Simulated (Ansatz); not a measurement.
The reference is ZnSe in the zinc blende structure (space group F-43m, No. 216; a = 5.5675 Å). Axes: x, y, z lie along the cube axes.

The values are results of LDA in Ansatz (plane waves to 420 eV, PAW, scalar-relativistic without spin-orbit coupling), not measurements.

Strains are applied to the cell and any free atomic positions relax; under biaxial strain the out-of-plane vector relaxes too.

One change was made to it. Results:

The energy rises by 6.8 meV/atom; the shortest interatomic distance goes up by 0.016 Å (2.411 Å → 2.427 Å); the valence-band top at Γ (three highest levels, from the VBM) becomes 0.00, -0.19, -0.19 eV (base: 0.00, 0.00, 0.00 eV); the electron mass changes from 0.090 mₑ (at Γ) to 0.081 mₑ out of plane, 0.087 mₑ in plane (at Γ).

Q: What was done to the base?
A. biaxial strain +0.50 %, plane normal [001], relaxed out of plane
B. biaxial strain +2.50 %, plane normal [001], relaxed out of plane
C. biaxial strain −3.00 %, plane normal [001], relaxed out of plane

A: B, biaxial strain +2.50 %, plane normal [001], relaxed out of plane. For comparison, the energy relative to the base in the other runs: biaxial strain +0.50 %, plane normal [001], relaxed out of plane gives +0.3 meV/atom; biaxial strain −3.00 %, plane normal [001], relaxed out of plane gives +11 meV/atom.

The levels and masses belong to the bands next to the band gap. Masses are band curvatures over ±0.01 Å⁻¹ around the edge. Stability against distortions was not tested.

Ansatz is a quantum-chemistry and plane-wave program.
